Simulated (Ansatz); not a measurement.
Band structure of V3Si (Pm-3n, 8 atoms in the cell).

```
CELL_PARAMETERS angstrom
      4.61341     0.00000     0.00000
      0.00000     4.61341     0.00000
      0.00000     0.00000     4.61341
ATOMIC_POSITIONS crystal
  V  0.25000 0.00000 0.50000
  V  0.75000 0.00000 0.50000
  V  0.50000 0.75000 0.00000
  V  0.50000 0.25000 0.00000
  V  0.00000 0.50000 0.75000
  V  0.00000 0.50000 0.25000
  Si 0.00000 0.00000 0.00000
  Si 0.50000 0.50000 0.50000
```
Moments meant for the start (each program seeds them in its own way; μB, in the order of the atoms V V V V V V Si Si): 2.0 2.0 2.0 2.0 2.0 2.0 0.0 0.0.

Computed with PBE, PAW files (plane waves; Ansatz, a first-principles code).

Settings: basis.ecutwfc = 420 eV; kpoints.mp_grid.grid = 5 5 5; hamiltonian.xc = pbe; hamiltonian.pseudopotentials = {kind: paw} (the program's default PAW files); magnetization.spin_polarized = true; scf.occupations.method = fermi_dirac; scf.occupations.width = 0.1 eV; kpoints.band_path.npoints = 8.

The starting cell comes from a database of computed structures (which also holds hypothetical and non-ambient phases and stackings), without a prior relaxation at this level. Its lattice was rescaled by a random factor within 2.5 % of one. The starting moments vanished: the run ended non-magnetic, which need not be the lowest state. The program warned that a starting moment was not kept.

Levels in eV from the Fermi level, bands 41 to 48 of the first spin channel:
| point | 41 | 42 | 43 | 44 | 45 | 46 | 47 | 48 |
|---|---|---|---|---|---|---|---|---|
| Γ | -0.68 | -0.68 | -0.02 | -0.02 | 2.14 | 2.14 | 2.14 | 2.86 |
| X | -0.77 | -0.77 | -0.42 | -0.42 | 1.35 | 1.35 | 1.98 | 1.98 |
| M | 0.07 | 0.40 | 0.40 | 0.43 | 0.43 | 0.47 | 0.70 | 1.08 |
| R | -0.10 | -0.10 | 0.08 | 0.08 | 0.08 | 0.08 | 0.08 | 0.08 |

Bands cross the Fermi level along this path, so the cell is metallic at this level.

The net moment of the cell came out as 0.00 μB.

Keys are those of Ansatz 0.2.
